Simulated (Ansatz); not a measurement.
Output of an Ansatz run (abridged):

```
WARN the atoms were moved onto the symmetric positions of the space group found under crystal.symmetry.tolerance 1.0e-5 (fractional …
WARN ansatz: RAYON_NUM_THREADS=1 ignored (pool sized by the plan → 1); use --threads N
Pseudopotentials: kind: paw
Pseudopotential: Mo, paw, valence charge 14
Pseudopotential: Ru, paw, valence charge 16
Crystal: 8 atoms, lattice volume = 111.252 Å³
Basis set: ecut = 420 eV, 2181 PW (Γ)
Bands: 75, of which v1, the nominal top of the filled ones, is band 62 counted from 1 (61 counted from 0)
Symmetry: 24 space group operations
Space group: P63/mmc (ITA 194), of the structure as read, at distance tolerance 4.8e-5 Å
k-points: 20 of 150
PAW frozen core: Mo, regenerated for the run's functional, and the local potential with it
PAW frozen core: Ru, regenerated for the run's functional, and the local potential with it
Initial density: superposition of atomic densities (neutral atoms: chi_scale 0, normalization atom), corrected by the library's trained network
Initial wavefunctions: pseudopotential atomic-orbital guess
Eigensolver: davidson
Functional: x = slater, c = lda
SCF iter   1: F=—  HF=-44236.055230 eV  |F-HF|=—  |Δ(HF+E_count)|=         —  Δρ=1.48e-2  dr2=3.40e-1  ethr=1.77e-3  ⟨swp⟩=5.0  Hψ=4677  notcnv=0
all-band conjugate gradients solve this SCF's bands
preconditioner: auto → Kerker (q_TF=auto, 2.778 Å⁻¹)
SCF iter   2: F=—  HF=-44236.035205 eV  |F-HF|=—  |Δ(HF+E_count)|=   2.00e-2  Δρ=7.33e-3  dr2=8.63e-2  ethr=2.74e-4  ⟨swp⟩=1.0  Hψ=1740  notcnv=0
SCF iter   3: F=—  HF=-44236.028016 eV  |F-HF|=—  |Δ(HF+E_count)|=   7.19e-3  Δρ=9.42e-4  dr2=8.87e-4  ethr=6.96e-5  ⟨swp⟩=1.4  Hψ=1521  notcnv=0
SCF iter   4: F=—  HF=-44236.027873 eV  |F-HF|=—  |Δ(HF+E_count)|=   1.43e-4  Δρ=1.36e-4  dr2=1.75e-5  ethr=7.15e-7  ⟨swp⟩=2.0  Hψ=2694  notcnv=0
SCF iter   5: F=—  HF=-44236.027870 eV  |F-HF|=—  |Δ(HF+E_count)|=   2.80e-6  Δρ=4.62e-5  dr2=2.84e-6  ethr=1.41e-8  ⟨swp⟩=2.0  Hψ=2207  notcnv=0
SCF iter   6: F=-44236.027870 eV  HF=-44236.027870 eV  |F-HF|=1.38e-8  |Δ(HF+E_count)|=   2.93e-7  Δρ=7.89e-6  dr2=5.19e-8  ethr=8.06e-11  ⟨swp⟩=3.6  Hψ=6406  notcnv=0
SCF 1 converged in 6 iterations: F = -44236.027870 eV  dr2 = 5.19e-8
SCF converged after 6 iterations
Free energy (F): -44236.027870 eV
Harris-Foulkes:  -44236.027870 eV  (|F-HF|=1.38e-8)
Internal energy: -44235.786681 eV  (E = F + TS)
E sigma→0 (E₀):  -44235.907275 eV
Entropy (-TS):   -0.241189 eV (-30.149 meV/atom)
Fermi energy:    22.607585 eV
--- Per-component energies (eV) ---
  E_band       = -431.448528
  E_kinetic    = 3973.825191
  E_local      = -9200.815818  (includes V_loc(G=0)·N_el)
  E_nonlocal   = 2385.597724
  E_hartree    = 2973.567569
  E_xc         = -1504.208305
  E_vxc        = -1893.545597  (∫ρ·V_xc dr)
  E_paw        = -26226.836211  (= ΣΔE_a)
  E_vpaw       = -1643.632930  (= ΣTr[D̂ρ^β])
  E_aug_tail   = -0.001359  (compensation charges beyond the density's cutoff)
  E_ewald      = -16641.291215
  E_core_change = 4.375742  (= ΣΔE_core)
  E_smearing   = -0.241189  (= −TS)
  E_closure    = 0.000000  (closes the sum)
  Σ components = -44236.027870   (vs F -44236.027870, Δ=0.00e0)
--- Forces (eV/Å), atoms counted from 1 ---
  atom   1  Mo    -0.00000000    -0.00000000    -0.00000000
  atom   2  Mo     0.00000000     0.00000000     0.00000000
  atom   3  Ru    -0.05172386     0.02986278    -0.00000000
  atom   4  Ru     0.05172386    -0.02986278     0.00000000
  atom   5  Ru    -0.05172385    -0.02986278     0.00000000
  atom   6  Ru     0.05172385     0.02986278    -0.00000000
  atom   7  Ru     0.00000000    -0.05972556    -0.00000000
  atom   8  Ru    -0.00000000     0.05972556     0.00000000
  max |Σ_I F_I| component: 2.08e-17 eV/Å
--- Stress (GPa, compression-positive) ---
       -8.559990       0.000000       0.000000
        0.000000      -8.559990       0.000000
        0.000000       0.000000      -8.925643
  P = ⅓ Tr σ = -8.6819 GPa (-86.819 kbar)
  The stress holds the Pulay correction. Without it, at fixed plane waves, as pw.x and ABINIT print it: P = -8.7057 GPa
--- Band table (eV; the first three rows and the last of 20) ---
  k-point 0: bands = ["-49.9540", "-49.8457", "-49.8457", "-49.8260", "-49.7836", "-49.7836", "-38.0504", "-38.0491", "-20.3693", "-20.3584", "-20.1914", "-20.1179", "-20.1179", "-20.0778", "-20.0778", "-20.0530", "-20.0530", "-19.8708", "-19.7259", [...]
  k-point 1: bands = ["-49.9455", "-49.8415", "-49.8415", "-49.8346", "-49.7877", "-49.7877", "-38.0506", "-38.0495", "-20.3697", "-20.3400", "-20.2114", "-20.2114", "-20.1725", "-20.0975", "-20.0975", "-19.9542", "-19.9542", "-19.8535", "-19.7183", [...]
  k-point 2: bands = ["-49.9221", "-49.8581", "-49.8301", "-49.8301", "-49.7991", "-49.7991", "-38.0509", "-38.0503", "-20.3658", "-20.3331", "-20.2658", "-20.2658", "-20.1855", "-20.1855", "-20.0770", "-19.8194", "-19.8194", "-19.8058", "-19.7635", [...]
  k-point 19: bands = ["-49.8603", "-49.8603", "-49.8445", "-49.8445", "-49.8147", "-49.8147", "-38.0519", "-38.0519", "-20.2323", "-20.2323", "-20.1731", "-20.1731", "-20.1382", "-20.1382", "-19.9458", "-19.9458", "-19.8909", "-19.8909", [...]
```

The structure:

```
CELL_PARAMETERS angstrom
      5.44779     0.00000     0.00000
     -2.72389     4.71792     0.00000
      0.00000     0.00000     4.32848
ATOMIC_POSITIONS crystal
  Mo 0.66667 0.33333 0.25000
  Mo 0.33333 0.66667 0.75000
  Ru 0.83388 0.16612 0.75000
  Ru 0.16612 0.83388 0.25000
  Ru 0.66776 0.83388 0.25000
  Ru 0.33224 0.16612 0.75000
  Ru 0.83388 0.66776 0.75000
  Ru 0.16612 0.33224 0.25000
```

### Question
Reconstruct the input of this run.

### Answer
Other spellings and defaults could give the same log, and not every line can be read from it. The input that was run (DFT, LDA (PW92), plane waves, default PAW files made with PBE):

Ansatz 0.2 input:
```yaml
# MoRu3
crystal:
  lattice:
    - [5.447787, 0.000000, 0.000000]
    - [-2.723894, 4.717923, 0.000000]
    - [0.000000, 0.000000, 4.328485]
  atoms:
    - { symbol: Mo, position_ang: [2.723896, 1.572639, 1.082121] }
    - { symbol: Mo, position_ang: [-0.000003, 3.145284, 3.246364] }
    - { symbol: Ru, position_ang: [4.090307, 0.783741, 3.246364] }
    - { symbol: Ru, position_ang: [-1.366414, 3.934182, 1.082121] }
    - { symbol: Ru, position_ang: [1.366414, 3.934182, 1.082121] }
    - { symbol: Ru, position_ang: [1.357479, 0.783741, 3.246364] }
    - { symbol: Ru, position_ang: [2.723893, 3.150440, 3.246364] }
    - { symbol: Ru, position_ang: [-0.000000, 1.567483, 1.082121] }
basis:
  ecutwfc: 420.0 eV
kpoints:
  mp_grid: { grid: [5, 5, 6] }
hamiltonian:
  xc: lda
  pseudopotentials: { kind: paw }
scf:
  occupations: { method: fermi_dirac, width: 0.1 eV }
output:
  forces: true
  eigenvalues: true
  stress: true
```

The starting cell comes from a database of computed structures (which also holds hypothetical and non-ambient phases and stackings), without a prior relaxation at this level. Its lattice was rescaled by up to half a per cent. Spin polarisation is off. With a pressure of about -9 GPa the cell is away from its equilibrium volume at this level. Ansatz's pressure includes its estimate of the finite-basis (Pulay) stress.

Ansatz is a first-principles code.
